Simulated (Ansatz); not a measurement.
Take a 16-atom supercell of Si in the diamond structure (space group Fd-3m, No. 227; a = 5.444 Å) at its relaxed geometry as the base.

All numbers come from DFT with r2SCAN, PAW potentials and a 500 eV plane-wave cutoff in Ansatz (a first-principles code), scalar-relativistic without spin-orbit coupling.

One neutral defect a cell, atoms relaxed at fixed cell.

One change was made to it. Results:

```csv
quantity,base,after
largest displacement of a host atom from its site in the perfect cell,–,0.03 Å
pressure,0.0 GPa,0.6 GPa
```

**Question.** Which change produced these results?
A. Ti on a Si site
B. Si interstitial (started 2.36 Å from the nearest host atom), symmetric start
C. Ge on a Si site

**Answer.** C, Ge on a Si site. For comparison, the pressure in the other runs: Ti on a Si site gives 2.7 GPa; Si interstitial (started 2.36 Å from the nearest host atom), symmetric start gives 3.1 GPa.

Other magnetic orders, which the real material may have, were not ruled out. The cell is small, so the values are those of an ordered compound at a high defect concentration; dilute-limit values will differ. The mesh was chosen for an insulator and is coarse for the gapless case. Defects with a symmetric start kept the site's symmetry and may sit on a saddle; the others started slightly shaken. Seeded moments were not kept for Ge on a Si site, Ti on a Si site and Si interstitial (started 2.36 Å from the nearest host atom).
